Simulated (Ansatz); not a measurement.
The starting structures come from a database of crystals and need not be the phases stable at ambient conditions.

 Where the default PAW files enter, the runs use the earlier of Ansatz's two default sets.

Evanescent states of BaLi2Mg(PO4)2 (P-3, not sure to be the ambient phase, 14 atoms a cell, 11.6 Å³ an atom, -5 GPa at this level) along the normal of (001)

All values below come from r2SCAN (plane waves, PAW; Ansatz, a quantum-chemistry and plane-wave program).

The gap is the functional's own. No spin-orbit coupling. Mid-gap values are interpolated on the energy grid.

Energies count from the valence-band top; κ is the least over a 12×12 mesh across the current.

```json
[
 {"E (eV)": "0.14", "κ (1/Å)": "0.342", "where": "off Γ"},
 {"E (eV)": "0.43", "κ (1/Å)": "0.406", "where": "Γ"},
 {"E (eV)": "0.72", "κ (1/Å)": "0.431", "where": "Γ"},
 {"E (eV)": "1.01", "κ (1/Å)": "0.450", "where": "Γ"},
 {"E (eV)": "1.30", "κ (1/Å)": "0.465", "where": "Γ"},
 {"E (eV)": "1.59", "κ (1/Å)": "[?]", "where": "Γ"},
 {"E (eV)": "1.89", "κ (1/Å)": "[?]", "where": "Γ"},
 {"E (eV)": "2.17", "κ (1/Å)": "[?]", "where": "Γ"},
 {"E (eV)": "2.46", "κ (1/Å)": "[?]", "where": "Γ"},
 {"E (eV)": "2.75", "κ (1/Å)": "[?]", "where": "Γ"},
 {"E (eV)": "3.04", "κ (1/Å)": "[?]", "where": "Γ"},
 {"E (eV)": "3.33", "κ (1/Å)": "[?]", "where": "Γ"},
 {"E (eV)": "3.62", "κ (1/Å)": "[?]", "where": "Γ"},
 {"E (eV)": "3.92", "κ (1/Å)": "[?]", "where": "Γ"},
 {"E (eV)": "4.21", "κ (1/Å)": "[?]", "where": "Γ"},
 {"E (eV)": "4.50", "κ (1/Å)": "[?]", "where": "Γ"},
 {"E (eV)": "4.79", "κ (1/Å)": "[?]", "where": "Γ"},
 {"E (eV)": "5.08", "κ (1/Å)": "0.369", "where": "Γ"},
 {"E (eV)": "5.37", "κ (1/Å)": "0.333", "where": "Γ"},
 {"E (eV)": "5.66", "κ (1/Å)": "0.289", "where": "Γ"},
 {"E (eV)": "5.95", "κ (1/Å)": "0.232", "where": "Γ"},
 {"E (eV)": "6.24", "κ (1/Å)": "0.144", "where": "Γ"}
]
```

**Question.** What belongs in the gaps?

**Answer.** 
- 1.59, κ (1/Å): 0.477
- 1.89, κ (1/Å): 0.485
- 2.17, κ (1/Å): 0.490
- 2.46, κ (1/Å): 0.491
- 2.75, κ (1/Å): 0.490
- 3.04, κ (1/Å): 0.487
- 3.33, κ (1/Å): 0.480
- 3.62, κ (1/Å): 0.470
- 3.92, κ (1/Å): 0.457
- 4.21, κ (1/Å): 0.441
- 4.50, κ (1/Å): 0.422
- 4.79, κ (1/Å): 0.398
